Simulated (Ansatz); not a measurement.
Consider CdSe in the wurtzite structure (space group P6_3mc, No. 186; a = 4.383 Å, c = 7.154 Å). Axes: x lies along a and z along c of the hexagonal cell.

(Cell as relaxed with PBE.)

Levels (all Ansatz, a program for electronic structure, PAW): PBE (420 eV, without spin-orbit coupling); r2SCAN (500 eV, no spin-orbit coupling).

Each level relaxes its own structure.

| base | PBE | r2SCAN |
|---|---|---|
| volume per atom | 29.75 Å³ | 28.86 Å³ |
| lattice parameter a | 4.383 Å | 4.340 Å |
| band gap | 0.54 eV | 1.11 eV |

It is then changed as follows: uniaxial strain ε_zz = −0.25 %, all other strain components held at zero, atoms relaxed at fixed cell.

```json
[
 {"quantity": "shortest interatomic distance", "PBE": "2.680 Å", "r2SCAN": "2.653 Å"},
 {"quantity": "shift of the gap caused by the change", "PBE": "+0.01 eV", "r2SCAN": "+0.01 eV"},
 {"quantity": "band gap", "PBE": "0.55 eV", "r2SCAN": "1.12 eV"}
]
```

PBE's shortest interatomic distance lies 0.027 Å above r2SCAN's (1.0 %); PBE's band gap lies 0.563 eV below r2SCAN's; the two agree on the shift of the gap caused by the change. Neither level is exact; r2SCAN is the comparison here, not a measurement.

No phonon test of stability was made.
